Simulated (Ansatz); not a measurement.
**Al2Cu, response to strain**

The reference is Al$_{2}$Cu (space group I4/mcm, No. 140; a = 6.0062 Å, c = 4.7905 Å). Axes: x, y, z lie along a, b, c of the conventional cell.

Strains are applied to the cell and any free atomic positions relax.

Computed with r2SCAN (Ansatz, a quantum-chemistry and plane-wave program; PAW; 500 eV plane waves; without spin-orbit coupling), earlier PAW set.

Candidates:
(a) tensor shear ε_yz = −3.79 %
(b) isotropic strain +4.31 %
(c) uniaxial strain ε_xx = −0.36 %

Notes on the quantities. energy relative to the base: free energy F.

Q: Order them by energy relative to the base, lowest first.

A: (c) uniaxial strain ε_xx = −0.36 % (+0.1 meV/atom), (a) tensor shear ε_yz = −3.79 % (+8.2 meV/atom), (b) isotropic strain +4.31 % (+73 meV/atom)

Without a gap, meshes like the base's 12×12×12 leave anisotropic stresses uncertain by several tenths of a GPa, and small strain energies with them. No phonon test of stability was made. The final runs are not spin-polarised.
